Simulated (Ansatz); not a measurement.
The reference is Li₂Se in the anti-fluorite structure (space group Fm-3m, No. 225; a = 6.006 Å).

Calculations: PBE, PAW, 420 eV (Ansatz, a program for electronic structure; no spin-orbit coupling).

For the base:

- Smallest direct gap = 3.38 eV
- Band gap = 2.98 eV

Perturbation: an isotropic linear strain of +0.50 %; the atoms relax in the strained cell.

Question: What happens to the smallest direct gap?

Answer: The smallest direct gap shrinks by 0.06 eV, from 3.38 eV to 3.32 eV.

Question: Predict the new band gap.

Answer: The band gap grows by 0.01 eV (2.98 eV → 2.99 eV).

Gaps are Kohn–Sham eigenvalue differences; semilocal functionals usually give less than the measured gap. No phonon test of stability was made.
